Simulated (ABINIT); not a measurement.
ABINIT run on LiF (Fm-3m, 2 atoms in the cell): self-consistent single point.

Level of theory: PBE, PAW (JTH v2.0 PBE PAW) (plane waves; ABINIT 10.0.3).

The change in words: lattice scaled by 0.98. Reference geometry:
```
CELL_PARAMETERS angstrom
      0.00000     2.01803     2.01803
      2.01803     0.00000     2.01803
      2.01803     2.01803     0.00000
ATOMIC_POSITIONS crystal
  Li 0.00000 0.00000 0.00000
  F  0.50000 0.50000 0.50000
```

Reference input (self-consistent single point, DFT, PBE, plane waves, PAW (JTH v2.0 PBE PAW)): pseudos = [Li.GGA_PBE-JTH.xml, F.GGA_PBE-JTH.xml]; ecut = 653 eV; pawecutdg = 1306 eV; occopt = 1; ngkpt = 9 9 9; nshiftk = 1; shiftk = 0 0 0; potentials = JTH v2.0 PBE PAW; nband = 8; kptopt = 1; nstep = 100; tolvrs = 1e-11. This run's input differs from it in these lines:

```diff
@@ -3,7 +3,7 @@
 pseudos "Li.GGA_PBE-JTH.xml, F.GGA_PBE-JTH.xml"
-acell 2.8539268095 2.8539268095 2.8539268095 Angstrom
+acell 2.7968477359 2.7968477359 2.7968477359 Angstrom
 rprim
-         0.0000000000    0.7071067812    0.7071067812
-         0.7071067812    0.0000000000    0.7071067812
-         0.7071067812    0.7071067812    0.0000000000
+        -0.0000000000    0.7071067812    0.7071067812
+         0.7071067812   -0.0000000000    0.7071067812
+         0.7071067812    0.7071067812   -0.0000000000
 natom 2
```

The program printed (abridged):

```
--- !BeginCycle
solver: {iscf: 17, nstep: 100, nline: 4, wfoptalg: 10, }
tolerances: {tolvrs: 1.00E-11, }
...

     iter   Etot(hartree)      deltaE(h)  residm     nres2
 ETOT  1  -31.911063555221    -3.191E+01 1.402E+00 1.042E+01
 ETOT  2  -32.046497186621    -1.354E-01 1.239E-02 4.484E+00
 ETOT  3  -32.043779207519     2.718E-03 3.155E-03 3.384E-01
 ETOT  4  -32.043886694313    -1.075E-04 4.490E-03 1.838E-02
 ETOT  5  -32.043906470485    -1.978E-05 7.505E-04 3.501E-04
   [... 2 lines left out ...]
 ETOT  8  -32.043908116939    -2.366E-10 4.384E-04 1.674E-08
 ETOT  9  -32.043908116931     8.079E-12 5.334E-04 1.003E-09
 ETOT 10  -32.043908116917     1.398E-11 2.783E-04 1.061E-11
 ETOT 11  -32.043908116913     3.617E-12 1.031E-04 5.108E-13
 At SCF step   11       nres2   =  5.11E-13 < tolvrs=  1.00E-11 =>converged.

 Cartesian components of stress tensor (hartree/bohr^3)
  sigma(1 1)= -2.15716235E-04  sigma(3 2)=  0.00000000E+00
  sigma(2 2)= -2.15716235E-04  sigma(3 1)=  0.00000000E+00
  sigma(3 3)= -2.15716235E-04  sigma(2 1)=  0.00000000E+00

 ----iterations are completed or convergence reached----

 reduced coordinates (array xred) for    2 atoms
       0.000000000000      0.000000000000      0.000000000000
       0.500000000000      0.500000000000      0.500000000000
 cartesian forces (eV/Angstrom) at end:
    1     -0.00000000000000    -0.00000000000000    -0.00000000000000
    2     -0.00000000000000    -0.00000000000000    -0.00000000000000
 frms,max,avg= 0.0000000E+00 0.0000000E+00   0.000E+00  0.000E+00  0.000E+00 e/A
   [... lines left out ...]
 Fermi (or HOMO) energy (hartree) =  -0.05631   Average Vxc (hartree)=  -0.36418
 Fermi (or HOMO) energy (eV) =  -1.53228   Average Vxc (eV)=  -9.90991
   [... lines left out ...]
local_psp           : -2.40386697454385E+01
total_energy        : -3.20439081726532E+01
total_energy_eV     : -8.71959085660657E+02
...

-Cartesian components of stress tensor (GPa)         [Pressure=  6.3466E+00 GPa]
- sigma(1 1)= -6.34658967E+00  sigma(3 2)=  0.00000000E+00
- sigma(2 2)= -6.34658967E+00  sigma(3 1)=  0.00000000E+00
- sigma(3 3)= -6.34658967E+00  sigma(2 1)=  0.00000000E+00

 Calculation completed.
```

The run converged in 11 iterations. 

The starting cell comes from a database of computed structures (which also holds hypothetical and non-ambient phases and stackings), without a prior relaxation at this level. Its lattice was rescaled by a random factor within 2.5 % of one. For this run, on top of that: lattice scaled by 0.98. With a pressure of about 6 GPa the cell is away from its equilibrium volume at this level.

These are the values that this program gave, and no reference: the one-centre exchange-correlation terms come from a truncated expansion.
